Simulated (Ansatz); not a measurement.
# CaV2O6 (C2/m, No. 12, 9 atoms in the cell)

Computed with r²SCAN (Ansatz, a quantum-chemistry and plane-wave program, PAW).

Run with plane-wave cutoff 500 eV, 12×12×6 k mesh (along the axes of the cell as run), Fermi–Dirac smearing 0.05 eV, no spin polarisation, scalar-relativistic PAW data made under PBE.

Cell (relaxed at this level):

```cif
data_CaO6V2
_chemical_formula_sum 'Ca1 V2 O6'
_space_group_name_H-M_alt 'P 1'
_space_group_IT_number 1
_cell_length_a 5.37938
_cell_length_b 5.37938
_cell_length_c 7.13194
_cell_angle_alpha 102.693
_cell_angle_beta 102.693
_cell_angle_gamma 39.519
loop_
_space_group_symop_operation_xyz
  'x, y, z'
loop_
_atom_site_label
_atom_site_type_symbol
_atom_site_fract_x
_atom_site_fract_y
_atom_site_fract_z
_atom_site_occupancy
Ca1 Ca 0.00000 0.00000 0.00000 1
V1 V 0.23634 0.23634 0.67120 1
V2 V 0.76366 0.76366 0.32880 1
O1 O 0.75357 0.75357 0.60342 1
O2 O 0.24643 0.24643 0.39658 1
O3 O 0.36042 0.36042 0.87347 1
O4 O 0.63958 0.63958 0.12653 1
O5 O 0.09067 0.09067 0.72901 1
O6 O 0.90933 0.90933 0.27099 1
```

```
Property                       Result
--------  ---------------------------
band gap  3.20 eV (on the SCF k mesh)
```

Note: the relaxation could not lower the start's symmetry, so the cell can be a saddle point above a distorted one.

Static lattice: no zero-point or thermal effects.

The result took roughly 21 core-minutes.
